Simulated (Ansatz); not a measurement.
The reference is W in the bcc (W type) structure (space group Im-3m, No. 229; relaxed with 0.1 eV smearing).

```
W
1.0
   -1.59190     1.59190     1.59190
    1.59190    -1.59190     1.59190
    1.59190     1.59190    -1.59190
W
1
Cartesian
  0.00000   0.00000   0.00000
```

All numbers come from PBE (Ansatz, a program for electronic structure, PAW, spin-orbit coupling left out).

Strains are applied to the cell and any free atomic positions relax.

One change was made to it. Results:

```tsv
quantity	base	after
energy relative to the base (free energy F)	0 meV/atom	+79 meV/atom
pressure	0.0 GPa	-19.2 GPa
```

Q: Which change produced these results?
A. isotropic strain +2.00 %
B. isotropic strain −2.00 %
C. isotropic strain +2.50 %
D. isotropic strain +0.50 %
E. isotropic strain −1.50 %

A: C, isotropic strain +2.50 %. For comparison, the energy relative to the base in the other runs: isotropic strain +0.50 % gives +3.4 meV/atom; isotropic strain +2.00 % gives +52 meV/atom; isotropic strain −2.00 % gives +59 meV/atom; isotropic strain −1.50 % gives +32 meV/atom.

No phonon test of stability was made. The final runs are not spin-polarised.
